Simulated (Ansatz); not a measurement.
An Ansatz (a quantum-chemistry and plane-wave program) input (plane-wave PAW DFT at the PBEsol-D3(BJ) level (Ansatz, 420 eV), no SOC):

Ansatz 0.2 input:
```yaml
crystal:
  lattice:
    - [10.0965590834, 0, 0]
    - [0, 3.6442036398, 0]
    - [0, 0, 4.0194098329]
  atoms:
    - { symbol: Ge, position: [0.1165437114, 0.25, 0.1118164028] }
    - { symbol: Ge, position: [0.3834562886, 0.75, 0.6118164028] }
    - { symbol: Ge, position: [0.8834562886, 0.75, 0.8881835972] }
    - { symbol: Ge, position: [0.6165437114, 0.25, 0.3881835972] }
    - { symbol: S, position: [0.8542692383, 0.25, 0.4915576048] }
    - { symbol: S, position: [0.6457307617, 0.75, 0.9915576048] }
    - { symbol: S, position: [0.1457307617, 0.75, 0.5084423952] }
    - { symbol: S, position: [0.3542692383, 0.25, 0.0084423952] }
basis: { ecutwfc: 420, ecutrho_ratio: 4, xc_grid: 2, fft_grid_basis: typed }
kpoints: { mp_grid: { grid: [5, 13, 12] } }
hamiltonian:
  xc: pbesol
  dispersion: d3bj
  pseudopotentials: { kind: paw }
total_charge: -0.739449
scf: { occupations: { method: fermi_dirac, width: 0.0259 }, convergence: { dr2_threshold: 0.0000000008 } }
relax: { f_tol: 0.005, max_steps: 30 }
output: { forces: true, stress: true }
checkpoint: { write: state.ck, write_every: 1000 }
```

Problem. Which symmetry and how many k-points will the program report, and about how many plane waves at Γ?

Solution. Space group Pnma (ITA 62) with 8 operations, k-points 147 of 780, and 2873 plane waves at Γ.

Carriers are added with a uniform compensating background; total energy and stress of such cells depend on the potential's zero and are not compared; many-body gap narrowing is missing at this level. Stability against distortions was not tested. The cell was made from GeS in the GeS type structure (space group Pnma, No. 62; layered, stacked along the Cartesian x axis) by this change: electrons 5.0×10^21 cm⁻³.
